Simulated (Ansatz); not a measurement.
## A computed series for BeSe: response to strain

The reference is BeSe in the zinc blende structure (space group F-43m, No. 216; a = 5.129 Å). Axes: x, y, z lie along the cube axes.

Strains are applied to the cell and any free atomic positions relax; under biaxial strain the out-of-plane vector relaxes too.

The values are results of PBEsol in Ansatz (plane waves to 420 eV, PAW, scalar-relativistic without spin-orbit coupling), earlier PAW set, not measurements.

Candidates:
(a) biaxial strain +2.77 %, plane normal [111], relaxed out of plane
(b) biaxial strain −3.91 %, plane normal [111], relaxed out of plane
(c) biaxial strain −3.08 %, plane normal [001], relaxed out of plane

Question: Order them by out-of-plane strain, highest first.

Answer: (c) biaxial strain −3.08 %, plane normal [001], relaxed out of plane (+2.44 %), (b) biaxial strain −3.91 %, plane normal [111], relaxed out of plane (+1.67 %), (a) biaxial strain +2.77 %, plane normal [111], relaxed out of plane (-1.11 %)

Stability against distortions was not tested.

Ansatz is a first-principles code.
